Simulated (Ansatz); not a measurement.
# Perfect silicon, 6x6x6 cubic cells

Cell 32.82 × 32.82 × 32.82 Å, Si1728, 1728 atoms. 

The numbers are results of PBE, support functions at accuracy medium on the grid of 420 eV (PAW; Ansatz, an electronic-structure program), not measurements.

Basis: localised support functions (accuracy medium) on a full density matrix. k-points: zone centre alone; occupations: fixed; spin polarisation not allowed. No spin-orbit coupling.

```json
{
 "Kohn-Sham gap of the cell on its k-mesh": "0.61 eV",
 "coordination (neighbours within 2.842 Å)": "100.0 % 4-fold",
 "Si-Si bonds, mean ± spread": "2.369 ± 0.000 Å",
 "bond angles, mean ± spread": "109.5° ± 0.0°",
 "pressure": "0.01 GPa",
 "cost_of_the_final_run": "around 5 core-hours (rough), 21 SCF iterations, 34 GiB"
}
```
